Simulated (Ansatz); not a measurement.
# Br on the 1x1 (111) surface of fcc Pt, one in a 2x2 cell, started at the site 'hollow Pt-Pt-Pt over Pt at depth 4.6 Å'

Computed with PBE (plane waves to 420 eV, PAW; Ansatz, an electronic-structure program).

Set-up: 17 atoms, 6.9 Å thick at the start under the adsorbate (thin: gaps and levels are the slab's own); mesh 6x6x1; 0.1 eV smearing; dipole correction on; 8 atoms held, the rest relaxed; start symmetry kept, larger cells not searched; no spin, no spin-orbit, no U, no dispersion correction. At the end it is bonded to 3 Pt. In PBE it is, or lies within 0.03 eV of, the lowest of the starts that converged.

```
Property                                                                                                                   Value
--------------------------------------------------------------------------------------  ----------------------------------------
adsorption energy against ½ Br2(g)                                                                                      -1.14 eV
work function of the top face                                                                                            4.98 eV
change of the work function                                                                                             -0.70 eV
change of the step from the bottom to the top vacuum level, against the clean slab                                      -0.71 eV
energy released by relaxation                                                                                           0.090 eV
height of the binding atom over the mean of the host atoms within 0.3 Å of the top one                                   2.078 Å
nearest host atoms of the binding atom                                                  Pt at 2.64 Å, Pt at 2.64 Å, Pt at 2.64 Å
largest move of a host atom                                                                                               0.09 Å
cost                                                                                                      roughly 4 core-minutes
```

A negative adsorption energy means that the adsorbate is more stable on the surface than in its reference.
